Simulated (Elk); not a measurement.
A self-consistent single point of CuI2 (P4/mmm, 3 atoms in the cell) with Elk.

Level of theory: LDA (PW92), all-electron FP-LAPW, Elk's shipped species files, APW+lo basis with extra local orbitals in Elk.

```
CuI2
1.0
    5.07453     0.00000     0.00000
    0.00000     5.07453     0.00000
    0.00000     0.00000     4.43420
Cu I
1 2
Direct
  0.00000   0.00000   0.00000
  0.00000   0.50000   0.00000
  0.50000   0.00000   0.00000
```

Reference input (self-consistent single point, DFT, PBEsol, all-electron FP-LAPW, Elk's shipped species files, APW+lo basis with extra local orbitals): xctype = 22; rgkmax = 7.5; stype = 0; swidth = 0.00999582 Ha; ngridk = 7 7 8; gmaxvr = 16 1/bohr; nxlo = 2; lorbcnd = true; rmtscf = 0.9; lmaxi = 3; maxscl = 100. This run's input differs from it in these lines:

```diff
@@ -2,5 +2,2 @@
   0
-
-xctype
-  22
```

Output (repeated stretches shortened):

```
│ Self-consistent loop started │
│ Loop number : 1 │
 total energy                :     -15872.3308974
│ Loop number : 2 │
 total energy                :     -15873.5298626
RMS change in Kohn-Sham potential (target) :   0.3173554828     (  0.1000000000E-05)
Absolute change in total energy (target)   :    1.198965179     (  0.1000000000E-03)
│ Loop number : 3 │
 total energy                :     -15879.6959859
RMS change in Kohn-Sham potential (target) :   0.1304198958     (  0.1000000000E-05)
Absolute change in total energy (target)   :    6.465864625     (  0.1000000000E-03)
│ Loop number : 4 │
   [... lines left out ...]
Absolute change in total energy (target)   :   0.9416646062E-03 (  0.1000000000E-03)
│ Loop number : 13 │
 total energy                :     -15879.0420511
RMS change in Kohn-Sham potential (target) :   0.5435559488E-06 (  0.1000000000E-05)
Absolute change in total energy (target)   :   0.2374118085E-03 (  0.1000000000E-03)
│ Loop number : 14 │
 total energy                :     -15879.0420802
RMS change in Kohn-Sham potential (target) :   0.2101221697E-06 (  0.1000000000E-05)
Absolute change in total energy (target)   :   0.8843394789E-04 (  0.1000000000E-03)
Convergence targets achieved

│ Loop number : 15 │

Energies :
 Fermi                       :     0.654904861170E-01
 total energy                :     -15879.0421122

Density of states at Fermi energy :    36.39523779
 (states/Hartree/unit cell)

Estimated indirect band gap :   0.1876539028E-01
 from k-point     49 to k-point     10
Estimated direct band gap   :   0.2465752386E-01
 at k-point     49

Charges :
 core                        :    84.00000000
 valence                     :    51.00000000
 interstitial                :    7.139958712
 muffin-tins (core leakage)
  species :    1 (Cu)
   atom    1                 :    27.68464479     (  0.6380127297E-03)
  species :    2 (I)
   atom    1                 :    50.08769825     (  0.9494005195E-03)
   atom    2                 :    50.08769825     (  0.9494005195E-03)
 total in muffin-tins        :    127.8600413
 total calculated charge     :    134.9888775
 total charge                :    135.0000000
 error                       :   0.1112246630E-01

│ Self-consistent loop stopped │
```

The run converged in 15 iterations. The count includes the last loop, which Elk runs after its targets are met. 

The starting cell comes from a database of computed structures (which also holds hypothetical and non-ambient phases and stackings), without a prior relaxation at this level. Its lattice was rescaled by a random factor within 2.5 % of one. Spin-orbit coupling is off. Spin polarisation is off. Values depend on the basis (sphere radii, cutoffs, local orbitals), which need not be converged. The run gives no clean gap (levels at the Fermi energy touch, overlap or are partly filled at this smearing), which alone does not show that the compound is a metal. The log's line on a gap gives a spacing of levels on this mesh, which the program prints for metals too.

Cost on one core of a shared machine: roughly 2 min.
